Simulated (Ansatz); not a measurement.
Start from TiTe2 in the CdI2 type structure (space group P-3m1, No. 164; a = 3.698 Å, c = 6.384 Å; layered, stacked along the Cartesian z axis; relaxed with 0.1 eV smearing).

The values are results of PBE-D3(BJ) (Ansatz, a quantum-chemistry and plane-wave program), without spin-orbit coupling, earlier PAW set, not measurements.

For the base:

```
Quantity    Value
--------  -------
Pressure  0.0 GPa
Band gap     zero
```

Modification: every lattice vector is shortened by 3.36 %, atoms relaxed at fixed cell.

### Question
Estimate the effect on the largest internal atomic displacement.

### Answer
The largest internal atomic displacement is 0.071 Å.

### Question
How does this affect the pressure?

### Answer
The pressure (mean of the normal stresses, compression positive) goes from zero to 5.8 GPa.

### Question
Predict the new energy relative to the base.

### Answer
The energy increases by 40 meV/atom.

### Question
Estimate the effect on the band gap.

### Answer
The band gap remains zero.

The cells carry an imposed strain or load. No phonon test of stability was made. All final runs are without spin polarisation.
